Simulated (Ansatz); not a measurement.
Start from MgO in the rock salt structure (space group Fm-3m, No. 225).

```
MgO
1.0
    0.00000     2.10221     2.10221
    2.10221     0.00000     2.10221
    2.10221     2.10221     0.00000
Mg O
1 1
Direct
  0.00000   0.00000   0.00000
  0.50000   0.50000   0.50000
```

Cartesian axes are those of the cell as printed.

Computed with Kohn–Sham DFT with the r2SCAN functional, run in Ansatz (a quantum-chemistry and plane-wave program) with PAW and 500 eV plane waves, without spin-orbit coupling.

Base values:

The pressure is 0.00 GPa.

The change: compressive biaxial strain of 0.42 % in the plane normal to [111], as in epitaxy on a mismatched substrate; the out-of-plane cell vector and the atoms relax.

Task: Predict the new out-of-plane strain.

Result: The out-of-plane strain comes out as +0.14 %.

Task: Predict the new pressure.

Result: The pressure (mean of the normal stresses, compression positive) goes from zero to 1.19 GPa.

Whether these cells are dynamically stable was not tested.
